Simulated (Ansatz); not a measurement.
The structure below was relaxed with PBEsol (Ansatz, an electronic-structure program), no spin-orbit coupling.

```xyz
12
Lattice="6.0224 0.0000 0.0000 -3.0112 5.2155 0.0000 0.0000 0.0000 5.6206" Properties=species:S:1:pos:R:3 pbc="T T T"
In    -0.9806     1.6985     5.6110
In     1.9612     0.0000     5.6110
In     2.0306     3.5170     5.6110
In     0.0000     3.4770     2.7957
In     3.0112     1.7385     2.7957
Ga     0.0000     0.0000     2.8037
N     -0.9312     1.6129     2.1586
N      1.8624     0.0000     2.1586
N      2.0800     3.6026     2.1586
N      0.0000     3.4770     4.9520
N      3.0112     1.7385     4.9520
N      0.0000     0.0000     4.7558
```

Problem. Find the space group and the Wyckoff positions.

Solution. Space group P31m (No. 157); a = b = 6.0224 Å, c = 5.6206 Å, α = β = 90.00°, γ = 120.00°

| atom | site | symmetry | x | y | z |
|---|---|---|---|---|---|
| In | 3c | ..m | 0.6743 | 0.6743 | 0.9983 |
| In | 2b | 3.. | 0.3333 | 0.6667 | 0.4974 |
| Ga | 1a | 3.m | 0.0000 | 0.0000 | 0.4988 |
| N | 3c | ..m | 0.6908 | 0.6908 | 0.3840 |
| N | 2b | 3.. | 0.3333 | 0.6667 | 0.8810 |
| N | 1a | 3.m | 0.0000 | 0.0000 | 0.8461 |

Problem. Describe the coordination.

Solution. The crystal has 12 atoms in its conventional cell. Cell: a = b = 6.0224 Å, c = 5.6206 Å, α = β = 90.00°, γ = 120.00°. In1 has 4 N at 2.135–2.170 Å (tetrahedral). In2 has 4 N at 2.156–2.179 Å (tetrahedral). Ga sees 4 N at 1.952–1.971 Å (tetrahedral). N1 is surrounded by 1 Ga at 1.971 Å and 3 In at 2.170–2.179 Å (tetrahedral). N2 has 4 In at 2.135–2.156 Å (tetrahedral). N3 sees 1 Ga at 1.952 Å and 3 In at 2.140 Å (tetrahedral). (Neighbours: up to the widest gap in distance over summed covalent radii, below 1.35, at either atom; cation-cation and far metal-metal contacts left out.)

These are small ordered cells, not random alloys; other orderings at the same x differ. No phonon test of stability was made. The final runs are not spin-polarised. The cell was made from GaN by this change: x(In) = 0.833, 12 atoms, P31m.
